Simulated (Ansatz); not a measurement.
Base system: C in the diamond structure (space group Fd-3m, No. 227).

```
C
1.0
    0.00000     1.78014     1.78014
    1.78014     0.00000     1.78014
    1.78014     1.78014     0.00000
C
2
Direct
  0.00000   0.00000   0.00000
  0.25000   0.25000   0.25000
```

Cartesian axes are those of the cell as printed.

All numbers come from r2SCAN in Ansatz (plane waves to 500 eV, PAW, no SOC).

Perturbation: an isotropic linear strain of −0.50 %; the atoms relax in the strained cell.

**Question.** Predict the stress tensor and what it implies for the stiffness.

**Answer.** Stress of the strained cell less that of the base (GPa, compression positive):
```
   6.97    0.00    0.00
   0.00    6.97    0.00
   0.00    0.00    6.97
```

Then B = −ΔP/(ΔV/V₀) with ΔV/V₀ = -0.0149 gives secant stiffness values (nonlinear terms included at this strain): B ≈ 467 GPa.

Whether these cells are dynamically stable was not tested.

Ansatz is a program for electronic structure.
